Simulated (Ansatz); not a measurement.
InSe (P-6m2, No. 187; cell taken from a computed entry) was calculated with PBE0 in Ansatz (PAW).

Numerical settings: plane-wave cutoff 500 eV, 6×6×2 k mesh (along the axes of the cell as run), gaussian smearing 0.02 eV, scalar-relativistic PAW data made under PBE.

Cell (relaxed with r²SCAN):

```
CELL_PARAMETERS angstrom
      4.04339     0.00000     0.00000
     -2.02170     3.50168     0.00000
      0.00000     0.00000    17.39009
ATOMIC_POSITIONS crystal
  In 0.00000 0.00000 0.58042
  In 0.00000 0.00000 0.41958
  In 0.33333 0.66667 0.91958
  In 0.33333 0.66667 0.08042
  Se 0.66667 0.33333 0.84720
  Se 0.66667 0.33333 0.15280
  Se 0.33333 0.66667 0.65281
  Se 0.33333 0.66667 0.34719
```

**Question.** Give the computed band gap.

**Answer.** 
* **band gap**: 1.85 eV (on the SCF k mesh)

Note: cell and atoms aren't relaxed at this level (largest force component 0.11 eV/Å); the cell has widely spaced layers and the level no dispersion term, so their spacing and the moduli can rest on weak binding.

Spin–orbit coupling is not included.

The computed numbers hold no vibrational or temperature effects.

Ansatz is a first-principles code.
